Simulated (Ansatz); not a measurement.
Sc3Co (model structure, started from the Cu3Au type, Pm-3m, No. 221, 4 atoms in the cell), treated with r²SCAN (Ansatz, a quantum-chemistry and plane-wave program, PAW).

Input file:

Ansatz 0.2 input:
```yaml
crystal:
  lattice:
    - [4.36029324, 0.0, 0.0]
    - [0.0, 4.36029324, 0.0]
    - [0.0, 0.0, 4.36029324]
  atoms:
    - { symbol: Sc, position: [0.0, 0.5, 0.5], spin: 0.0 }
    - { symbol: Sc, position: [0.5, 0.5, 0.0], spin: 0.0 }
    - { symbol: Sc, position: [0.5, 0.0, 0.5], spin: 0.0 }
    - { symbol: Co, position: [0.0, 0.0, 0.0], spin: 3.0 }
basis:
  ecutwfc: 560
  ecutrho_ratio: 4
  xc_grid: 3
kpoints:
  mp_grid: { grid: [12, 12, 12] }
hamiltonian:
  xc: r2scan
  dispersion: none
  pseudopotentials: { kind: paw }
scf:
  occupations: { method: fermi_dirac, width: 0.05 }
output:
  forces: true
  stress: true
  eigenvalues: true
magnetization:
  spin_polarized: true
relax:
  f_tol: 0.004
  escape_saddle: false
  max_steps: 80
```

From the output:

```
WARN output.stress: scf.convergence.dr2_threshold = 1e-7 eV (the SCF's general default) is looser than the 4e-10 eV advised for a printed stress (1e-10 eV for …
Relaxation: its limit of steps is 80 (relax.max_steps)
Crystal: 4 atoms, lattice volume = 82.899 Å³
Basis set: ecut = 560 eV, 2517 PW (Γ), exchange–correlation on 108×108×108 points (27 copies of the dense FFT grid, shifted against one another)
Bands: 32, of which v1, the nominal top of the filled ones, is band 25 counted from 1 (24 counted from 0)
Symmetry: 48 space group operations
Space group: Pm-3m (ITA 221), of the structure as read, at distance tolerance 4.4e-5 Å
k-points: 84 of 1728
Initial density: superposition of atomic densities (chi_scale 0.1, normalization cell, long waves kept (reshape's long-wave potential 0.00 eV rms))
Functional: x = r2scan, c = r2scan; τ floored in thin density (d = 2e-4 eV/Å³)
spin=Collinear: Kerker preconditioning applied to the charge; magnetization (m = ρ↑ − ρ↓) channel mixes plain (no charge-response kernel on spin).
SCF 1 converged in 21 iterations: F = -11552.818732 eV  dr2 = 4.32e-9
relax step   1: F+E_penalty+E_count = -11552.81873179 eV  Δ(F+E_penalty+E_count) = +0.000e0 eV  max|allowed force component| = 4.000e-29 eV/Å  Δτ_max = 0.0000 Å  (21 SCF iters, accepted)
Crystal: 4 atoms, lattice volume = 82.899 Å³
Initial density: handed on by an earlier stage of this run
SCF 2 converged in 2 iterations: F = -11552.818732 eV  dr2 = 1.57e-9
SCF converged after 2 iterations
Magnetization: 2.4190 μB (26.2095 up, 23.7905 down)
Free energy (F): -11552.818732 eV
Internal energy: -11552.780544 eV  (E = F + TS)
E sigma→0 (E₀):  -11552.799638 eV
Fermi energy:    10.838390 eV
--- Forces (eV/Å), atoms counted from 1 ---
  atom   1  Sc     0.00000000     0.00000000     0.00000000
  atom   2  Sc    -0.00000000     0.00000000     0.00000000
  atom   3  Sc     0.00000000    -0.00000000    -0.00000000
  atom   4  Co    -0.00000000     0.00000000    -0.00000000
--- Stress (GPa, compression-positive) ---
       -1.196460      -0.000000       0.000000
       -0.000000      -1.196460       0.000000
        0.000000       0.000000      -1.196460
  P = ⅓ Tr σ = -1.1965 GPa (-11.965 kbar)
```

The cell is one volume of an energy–volume scan, off the minimum.

The PAW data were made under PBE.

The run is spin-polarised with parallel starting moments, which need not be the measured order.

Note: the magnetic order was assumed, not searched for or taken from measurement. Note: the relaxation could raise the start's symmetry but not lower it, so the cell can be a saddle point.

A model structure was made by putting elements into a prototype or built by hand; it is no filed structure, need not be a known phase, and can be a saddle point held by its symmetry.
